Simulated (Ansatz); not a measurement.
Start from SiC in the wurtzite structure (space group P6_3mc, No. 186; a = 3.056 Å, c = 5.016 Å).

The values are results of LDA/PAW in Ansatz (a quantum-chemistry and plane-wave program), spin-orbit coupling left out, not measurements.

Base values:

| Property | Result |
|---|---|
| Lattice parameter a | 3.056 Å |
| Width of the top valence band | 3.95 eV |
| Smallest direct gap | 3.92 eV |

Modification: a hydrostatic pressure of 0.9 GPa.

Task: What does the calculation give for the lattice parameter a, width of the top valence band and smallest direct gap after the change?

Result: The lattice parameter a decreases by 0.0039 Å (3.056 Å → 3.053 Å); the width of the top valence band hardly moves (3.95 eV against 3.96 eV); the smallest direct gap hardly moves (3.92 eV against 3.93 eV).

Load acts through the strain it causes; cell and atoms are relaxed under it. Whether these cells are dynamically stable was not tested.
